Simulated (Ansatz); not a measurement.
# By hand: formation energy of the neutral V_N in TaN (rock salt, Fm-3m)

Subject: the formation energy of the neutral V_N in TaN (rock salt, Fm-3m). Reaction: 8 TaN (rock salt) → cell A + 1/2 N2 (gas).

A: a supercell of 16 sites of TaN (rock salt, Fm-3m) with one empty N site amid 6 Ta; partly filled levels (a metallic host or states in the gap) with PBE; an odd number of electrons; spin state with PBE: no moments.

Method: Ansatz (a quantum-chemistry and plane-wave program), PAW, neutral cells at 0 K with nuclei at rest, on structures from PBE. Ansatz runs with its PAW set soft_1. Other levels take these structures. The lattices are those relaxed with PBE, so at other levels the solids can be strained, which adds to the spread. A dispersion term (D3(BJ), or D4 for r2SCAN) was computed beside these levels and is taken off wherever the name lacks it. Space groups of crystals are read within 0.01 Å. Spin-orbit coupling is left out. The cell is small for its defects, so this is an ordered compound on the host's lattice rather than an isolated defect. The value holds for the reservoirs listed; other chemical potentials shift it. Cell A has symmetry Fm-3m within 0.02 Å and got no random move, so less symmetric positions, which may lie lower, weren't tried. The ideal host is held by its symmetry; this phase can be unstable at 0 K, and cells of lower symmetry may take up part of its distortion.

Total energies of the cells in eV, at zero smearing width. They compare only within one column; the weights balance every element.

```csv
cell,atoms,weight,r2SCAN,r2SCAN+D4
A: TaN:V_N,15,+1,-82270.70218,-82272.31513
TaN (rock salt),16,−1,-82655.31062,-82657.12249
N2 (gas),2,+1/2,-769.62317,-769.62547
```

r2SCAN: (-82270.70218) − (-82655.31062) + 1/2 × (-769.62317) = -0.203 eV.

r2SCAN+D4: (-82272.31513) − (-82657.12249) + 1/2 × (-769.62547) = -0.005 eV.

What follows from the r2SCAN value: The value above is the N-rich limit, with N2 (gas) as reservoir. The host forms with -0.97 eV/atom at this level, so before it gives way to its other element Δμ(N) can go down to -0.97 × 2 = -1.94 eV (other compounds may narrow the range). The defect releases 1 N, so the N-poor limit is -0.20 + 1 × (-1.94) = -2.14 eV.
